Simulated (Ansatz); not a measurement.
The starting structures come from a database of crystals and need not be the phases stable at ambient conditions.

Given:

```yaml
crystal:
  lattice:
    - [4.61362, 0.00000, 0.00000]
    - [0.00000, 4.61362, 0.00000]
    - [0.00000, 0.00000, 6.49047]
  atoms:
    - { symbol: Mg, position: [0.50000, 0.50000, 0.50000] }
    - { symbol: Cd, position: [0.00000, 0.00000, 0.00000] }
    - { symbol: Te, position: [0.00000, 0.50000, 0.25545] }
    - { symbol: Te, position: [0.50000, 0.00000, 0.74455] }
```

Space group of this cell: P-4m2. The cell is taken as given; by PBEsol its mean pressure is -0.9 GPa.

Level of theory: PBEsol (plane waves, PAW; Ansatz, a program for electronic structure).

The current runs along the normal of the first two printed vectors; no spin-orbit coupling. Scaled by the factor s: all lengths (ions clamped). The meshes follow the cell: 8×8×6 and 8×8 across at s = 0.98, 8×8×6 and 8×8 across at s = 1.00, 6×6×6 and 6×6 across at s = 1.02.

| s | mean pressure (GPa) | band gap (eV) |
|---|---|---|
| 0.98 | 1.6 | ? |
| 1.00 | -0.9 | 1.35 |
| 1.02 | -2.7 | 1.15 |

Take the slope of the band gap against ln s from the two given rows, extrapolate to s = 0.98, and say what the run there gives.

Slope = (1.15 − 1.35) / ln 1.02 = -10.1 eV. The line gives 1.35 + (-10.1) × ln 0.98 = 1.55 eV. The run gives 1.55 eV, as the line does.
